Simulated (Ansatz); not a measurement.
Results of PBEsol (plane waves, PAW; Ansatz, a quantum-chemistry and plane-wave program) for KCaF3 (Pm-3m, No. 221, 5 atoms in the cell; start mp-4950).

Settings: plane-wave cutoff 500 eV, 10×10×10 k mesh, Fermi–Dirac smearing 0.05 eV, scalar-relativistic PAW data made under PBE.

Cell (relaxed at this level):

```yaml
crystal:
  lattice:
    - [4.40692, 0.00000, 0.00000]
    - [0.00000, 4.40692, 0.00000]
    - [0.00000, 0.00000, 4.40692]
  atoms:
    - { symbol: K, position: [0.50000, 0.50000, 0.50000] }
    - { symbol: Ca, position: [0.00000, 0.00000, 0.00000] }
    - { symbol: F, position: [0.00000, 0.50000, 0.00000] }
    - { symbol: F, position: [0.50000, 0.00000, 0.00000] }
    - { symbol: F, position: [0.00000, 0.00000, 0.50000] }
```

Problem. Estimate the band gap that the calculation returns.

Solution. 
- band gap = 6.26 eV (on the SCF k mesh)

Note: the relaxation could not lower the start's symmetry, so the cell can be a saddle point above a distorted one.

A start named mp-… is a Materials Project structure, which need not be a measured phase.
